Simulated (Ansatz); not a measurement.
System: CsCl-type CoAl. Method: LDA (Ansatz, a quantum-chemistry and plane-wave program, PAW).

Run with plane-wave cutoff 520 eV, 16×16×16 k mesh, Fermi–Dirac smearing 0.1 eV, perturbation theory, no spin polarisation, scalar-relativistic PAW data made under PBE.

Computed at the level's own relaxed cell.

```
AlCo
1.0
    2.79378     0.00000     0.00000
    0.00000     2.79378     0.00000
    0.00000     0.00000     2.79378
Al Co
1 1
Cartesian
  1.39689   1.39689   1.39689
  0.00000   0.00000   0.00000
```

Harmonic phonon frequencies (cm⁻¹; i marks an imaginary mode):

```tsv
q point	frequencies
Γ	0 0 0 346 346 346
X	216 216 265 301 301 430
M	195 195 244 291 407 407
R	255 255 255 380 380 380
```

No imaginary mode appears at these points.
